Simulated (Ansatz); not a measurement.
Calculation: PBE (plane waves to 420 eV, PAW; Ansatz, a quantum-chemistry and plane-wave program).

Planar average of the electrostatic potential across the slab, in eV from the Fermi level, for a constructed model of the (111) surface of fcc Al, a pseudomorphic layer of Ta in the other hollow (bottom of the slab: a bare face, its two planes held):

(z (Å), V (eV)): (3.67, 4.00); (3.95, 4.00); (4.24, 4.00); (4.52, 4.00); (4.80, 3.99); (5.08, 3.98); (5.37, 3.96); (5.65, 3.91); (5.93, 3.81); (6.21, 3.59); (6.50, 3.17); (6.78, 2.31); (7.06, 0.66); (7.34, -2.50); (7.62, -5.91); (7.91, -7.14); (8.19, -7.32); (8.47, -6.99); (8.75, -5.19); (9.04, -1.89); (9.32, -0.52); (9.60, -2.00); (9.88, -5.33); (10.17, -7.11); (10.45, -7.47); (10.73, -7.27); (11.01, -5.93); (11.30, -2.71); (11.58, -0.63); (11.86, -1.41); (12.14, -4.61); (12.43, -6.89); (12.71, -7.42); (12.99, -7.33); (13.27, -6.42); (13.56, -3.54); (13.84, -0.82); (14.12, -0.78); (14.40, -3.45); (14.69, -6.38); (14.97, -7.33); (15.25, -7.42); (15.53, -6.91); (15.81, -4.69); (16.10, -1.45); (16.38, -0.54); (16.66, -2.46); (16.94, -5.76); (17.23, -7.25); (17.51, -7.50); (17.79, -7.18); (18.07, -5.56); (18.36, -2.29); (18.64, -0.71); (18.92, -2.11); (19.20, -5.43); (19.49, -7.17); (19.77, -7.37); (20.05, -6.98); (20.33, -5.62); (20.62, -2.72); (20.90, -1.53); (21.18, -4.34); (21.46, -10.38); (21.75, -17.51); (22.03, -21.71); (22.31, -19.74); (22.59, -13.13); (22.87, -6.08); (23.16, -0.78); (23.44, 2.12); (23.72, 3.69); (24.00, 4.54); (24.29, 4.99); (24.57, 5.22); (24.85, 5.33); (25.13, 5.39); (25.42, 5.42); (25.70, 5.44); (25.98, 5.44); (26.26, 5.45); (26.55, 5.45)

Slab: 7 atoms, 14.2 Å thick at the start with caps and adatoms; k 15x15x1, smearing 0.1 eV, dipole-corrected; 2 atoms held, the rest relaxed; start symmetry kept, larger cells not searched; no spin, no spin-orbit, no U. In PBE it lies 0.05 eV a 1x1 cell over the lowest computed structure of the same composition (a pseudomorphic layer of Ta in the host's stacking).

Problem. The surface cell has an area of 7.07 Å². What dipole along the normal does the step between the two vacuum levels imply?

Solution. the top vacuum level lies 1.45 eV above the bottom one; p = −ε₀ A ΔV (ε₀ = 0.005526 e/(V·Å)) gives -0.06 e·Å a cell.
